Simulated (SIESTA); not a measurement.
Input and output of a self-consistent single point for Ti2Rh (P1, 3 atoms in the cell) (SIESTA).

Method: LDA PW92, numerical atomic orbitals DZP, PseudoDojo LDA standard norm-conserving potentials (rewritten from UPF to PSML) (SIESTA).

```
Ti2Rh
1.0
   -1.52599     1.52599     4.90797
    1.52599    -1.52599     4.90797
    1.52599     1.52599    -4.90797
Ti Rh
2 1
Direct
  0.67156   0.66806   0.01456
  0.33383   0.33774   0.99653
  0.99461   0.99421   0.98891
```

Reference input (self-consistent single point, DFT, GGA PBEsol, numerical atomic orbitals DZP, PseudoDojo PBEsol standard norm-conserving potentials (rewritten from UPF to PSML)): XC.functional = GGA; XC.authors = PBEsol; potentials = PseudoDojo PBEsol standard; PAO.BasisSize = DZP; PAO.EnergyShift = 0.01 Ry; MeshCutoff = 350 Ry; kgrid.MonkhorstPack = 7 7 9; OccupationFunction = FD; ElectronicTemperature = 0.05 eV; MaxSCFIterations = 150; SCF.Mixer.Method = Broyden; SCF.Mixer.Weight = 0.25. This run's input differs from it in these lines:

```diff
@@ -1,2 +1,2 @@
-# files in the folder: Ti.psml Rh.psml (PseudoDojo PBEsol standard)
+# files in the folder: Ti.psml Rh.psml (PseudoDojo LDA standard)
 SystemName  Ti2Rh
@@ -23,4 +23,4 @@
 
-XC.functional                GGA
-XC.authors                   PBEsol
+XC.functional                LDA
+XC.authors                   PW92
 PAO.BasisSize                DZP
```

The program printed (abridged):

```
        iscf     Eharris(eV)        E_KS(eV)     FreeEng(eV)     dDmax    Ef(eV) dHmax(eV)
   scf:    1    -6271.981523    -6379.716572    -6379.728257  1.296509 -4.205224 37.185764
   scf:    2    -6242.135728    -6380.996877    -6381.037661  0.731025 -4.016002 30.958686
   scf:    3    -6436.882551    -6419.053983    -6419.072122  0.354485 -4.827547  5.931868
   scf:    4    -6394.687574    -6414.848331    -6414.857029  0.397072 -5.360928 13.592777
   scf:    5    -6421.917380    -6421.856983    -6421.868555  0.205025 -5.311101  0.579935
   [... 7 lines left out ...]
   scf:   13    -6421.872204    -6421.872205    -6421.883394  0.000028 -5.333877  0.000766
   scf:   14    -6421.872204    -6421.872205    -6421.883394  0.000017 -5.333964  0.000512
   scf:   15    -6421.872204    -6421.872204    -6421.883394  0.000011 -5.334017  0.000352
   scf:   16    -6421.872204    -6421.872204    -6421.883394  0.000008 -5.334057  0.000241
SCF Convergence by DM+H criterion
max |DM_out - DM_in|         :     0.0000081437
max |H_out - H_in|      (eV) :     0.0002410212
SCF cycle converged after 16 iterations

Using DM_out to compute the final energy and forces

siesta: E_KS(eV) =            -6421.8722

siesta: E_KS - E_eggbox =     -6421.8722

siesta: Atomic forces (eV/Ang):
     1   -0.158776   -0.279973   -0.116695
     2    0.024332    0.157471    0.117243
     3    0.132064    0.121525   -0.002391
   Tot   -0.002380   -0.000977   -0.001843
   Max    0.279973
   Res    0.144746    sqrt( Sum f_i^2 / 3N )
   Max    0.279973    constrained

Stress tensor Voigt[x,y,z,yz,xz,xy] (kbar):      122.37      122.32      124.43       -4.79       -1.68       -1.29
(Free)E + p*V (eV/cell)    -6425.3943
Target enthalpy (eV/cell)    -6421.8834

   [... lines left out ...]
siesta: FreeEng =     -6421.883394
siesta: Cell volume =         45.715988 Ang**3
siesta:        -123.04311398       -118.59349239  kBar
   [... lines left out ...]
   3 17.398   1.894   0.387   0.221   1.974   1.968   1.974   0.362   0.395
              0.362   1.640   1.665   1.388   1.665   1.465   0.014  -0.000

              0.005  -0.000   0.017

mulliken: Qtot =       41.000

Mulliken Atomic Populations:
Atom #   charge [q] valence [e]  Species
     1     0.198890   11.801110  Ti
     2     0.199199   11.800801  Ti
     3    -0.398089   17.398089  Rh
 Total    -0.000000
```

The run converged in 16 iterations. Against the reference run the pressure goes from -7.27 to -12.30 GPa and the largest force goes from 0.354 to 0.342 eV/Å.

The starting cell comes from a database of computed structures (which also holds hypothetical and non-ambient phases and stackings), without a prior relaxation at this level. Its atoms were displaced at random from the sites of space group no. 139. Spin polarisation is off. Values carry the incompleteness of an atom-centred basis. With a pressure of about -12 GPa the cell is away from its equilibrium volume at this level.

Cost on one core of a shared machine: roughly 90 s.
